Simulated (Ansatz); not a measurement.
**HfN (model structure, started from the NbAs type, I4₁md, No. 109, 4 atoms in the cell): properties by level of theory**

| level (code) | lattice constant a (Å) | c axis length (Å) | cohesive energy (eV/atom) |
|---|---|---|---|
| LDA (Ansatz) | 2.929 | 10.658 | 8.36 |
| PBE (Ansatz) | 2.990 | 10.841 | 7.10 |
| PBEsol (Ansatz) | 2.955 | 10.734 | 7.71 |
| PBE-D3(BJ) (Ansatz) | 2.968 | 10.768 | 7.47 |
| r²SCAN (Ansatz) | 2.974 | 10.791 | 7.04 |
| r²SCAN+rVV10 (Ansatz) | 2.966 | 10.765 | 7.29 |

Ansatz's density-functional and Hartree–Fock values are scalar-relativistic unless marked +SOC, with PAW data made under PBE.

Free atoms are spin-polarised, in the lowest state found; at levels without +SOC their spin–orbit coupling is left out.

A model structure was made by putting elements into a prototype or built by hand; it is no filed structure, need not be a known phase, and can be a saddle point held by its symmetry.

Ansatz is a first-principles code.
